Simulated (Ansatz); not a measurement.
Functionals compared on a constructed model of the (0001) surface of hcp Ti, a pseudomorphic layer of Ag in the host's stacking (bottom of the slab: a bare face, its two planes held), in Ansatz (plane waves, PAW). The structure was relaxed with PBE; the other rows are single points on it. Cutoff 420 eV (500 eV for r2SCAN).

Set-up: 7 atoms, 14.3 Å thick at the start; mesh 15x15x1; 0.1 eV smearing; dipole correction on; 2 atoms held, the rest relaxed; held to the start's symmetry, so lower structures may exist; no spin, no spin-orbit, no U. In PBE it is, or lies within 0.01 eV a 1x1 cell of, the lowest of the 2 structures of its composition computed so far; larger cells were not tried. These notes are the PBE run's.

```json
[
 {"functional": "PBE", "work function of the top face (eV)": "3.80", "rough cost of the single point": "–"},
 {"functional": "RPBE", "work function of the top face (eV)": "3.60", "rough cost of the single point": "about 23 core-seconds (a rough figure)"},
 {"functional": "r2SCAN", "work function of the top face (eV)": "___", "rough cost of the single point": "around 40 core-seconds (rough)"}
]
```

Q: Some entries are withheld; supply them.

A: 
- r2SCAN, work function of the top face (eV): 3.70

Ansatz is a first-principles code.
